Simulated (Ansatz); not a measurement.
CsCl-type PdIn was calculated with PBE-D3(BJ) in Ansatz (PAW).

Run with plane-wave cutoff 520 eV, 18×18×18 k mesh, Fermi–Dirac smearing 0.05 eV, scalar-relativistic PAW data made under PBE.

Computed at the level's own relaxed cell.

Problem. Give the computed equilibrium volume per atom, bulk modulus B0, lattice parameter a and pressure derivative B′ of the bulk modulus.

Solution. 
- equilibrium volume per atom: 17.31 Å³/atom
- bulk modulus B0: 129 GPa
- lattice parameter a: 3.259 Å
- pressure derivative B′ of the bulk modulus: 6.0

The run finds no gap.

Spin–orbit coupling is not included.

Computed values are for the static lattice.

Computing time: around 2.6 core-minutes (rough).

Ansatz is a first-principles code.
